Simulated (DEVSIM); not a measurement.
Device: illuminated Si p-on-n cell, one wavelength, at 400 K.

| layer (left to right) | material | thickness (μm) | Nd (cm⁻³) | Na (cm⁻³) | τn (s) | τp (s) | absorption coefficient (cm⁻¹) |
|---|---|---|---|---|---|---|---|
| 1 | Si | 0.640 | - | 2e18 | 1.1e-6 | 3.6e-6 | 14000 |
| 2 | Si | 47.0 | 3.7e16 | - | 4.7e-6 | 4.7e-6 | 14000 |

Left contact: ohmic, minority electron recombination velocity 8000 cm/s. Right contact: ohmic, minority hole recombination velocity 1e6 cm/s. Voltage is applied to the left contact. Recombination: SRH at mid-gap, radiative, Auger. Light enters at the left, 1e18 photons cm⁻² s⁻¹, one pass, no reflection. Mobility is constant in doping.

The device is made up for the run: typed textbook-type constants, with dimensions and the other settings drawn at random. Values at 300 K; Nc and Nv go as T^1.5, mobilities as T to minus their exponent, the gap by Varshni's rule with the affinity fixed.

```tsv
parameter	Si
gap (eV)	1.124
affinity (eV)	4.05
permittivity	11.7
Nc (cm⁻³)	2.86e19
Nv (cm⁻³)	3.1e19
μn (cm²/Vs)	1417
μp (cm²/Vs)	470
T exponent of μn	2.3
T exponent of μp	2.2
B (cm³/s)	4.7e-15
Cn (cm⁶/s)	2.8e-31
Cp (cm⁶/s)	9.9e-32
Varshni α (eV/K)	0.000473
Varshni β (K)	636
```

Model (solved in DEVSIM): 1D drift-diffusion, Boltzmann statistics, complete ionisation; no tunnelling, impact ionisation, image-force lowering or self-heating.

**Question.** Tabulate band edges, carrier densities and field at -2.0 V on the left contact, in the dark.

**Answer.** Energies count from the Fermi level of the right contact; mesh points crowd at the junctions.

```csv
x (μm),Ec (eV),Ev (eV),n (cm⁻³),p (cm⁻³),field (V/cm)
0.000,2.987,1.891,320000,2.0e18,≈ 0
0.03142,2.987,1.891,300000,2.0e18,≈ 0
0.09606,2.987,1.891,270000,2.0e18,≈ 0
0.2434,2.987,1.891,200000,2.0e18,≈ 0
0.5092,2.987,1.891,63000,2.0e18,≈ 0
0.5923,2.987,1.891,21000,2.0e18,≈ 0
0.6326,2.973,1.877,2100,1.3e18,-39000
0.6725,2.364,1.268,9500,2.8e10,-150000
0.7439,1.408,0.312,67000,300000,-110000
0.9171,0.294,-0.802,8.6e15,330000,-17000
1.325,0.244,-0.852,3.7e16,8300000,≈ 0
2.748,0.244,-0.852,3.7e16,3.9e7,≈ 0
5.636,0.244,-0.852,3.7e16,1.0e8,≈ 0
12.44,0.244,-0.852,3.7e16,2.4e8,≈ 0
32.02,0.244,-0.852,3.7e16,6.0e8,≈ 0
41.02,0.244,-0.852,3.7e16,7.6e8,≈ 0
44.84,0.244,-0.852,3.7e16,8.2e8,≈ 0
46.42,0.244,-0.852,3.7e16,8.5e8,≈ 0
47.27,0.244,-0.852,3.7e16,8.6e8,≈ 0
47.49,0.244,-0.852,3.7e16,8.7e8,≈ 0
47.59,0.244,-0.852,3.7e16,8.7e8,≈ 0
47.64,0.244,-0.852,3.7e16,8.7e8,≈ 0
```
